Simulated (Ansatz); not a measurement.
Functionals compared on a constructed model of the (100) surface of fcc Ni, ferromagnetic, a pseudomorphic layer of Ga in the host's stacking (bottom of the slab: a bare face, its two planes held), in Ansatz (plane waves, PAW). The structure was relaxed with PBE; the other rows are single points on it. Cutoff 420 eV.

Set-up: 7 atoms, 10.7 Å thick at the start; mesh 15x15x1; 0.1 eV smearing; dipole correction on; 2 atoms held, the rest relaxed; symmetry of the start imposed; spin-polarised, ending with about 3.4 μB a cell; orders that need a larger cell were not tried, no spin-orbit, no U. It is one candidate, not shown to be the stable structure of the face. These notes are the PBE run's.

| functional | work function of the top face (eV) | magnetic moment of the cell (μB) | rough cost of the single point |
|---|---|---|---|
| PBE | 4.57 | 3.40 | – |
| RPBE | ? | 3.44 | roughly 3 core-minutes |

**Question.** Fill in the missing entries.

**Answer.** 
- RPBE, work function of the top face (eV): 4.45

Ansatz is a first-principles code.
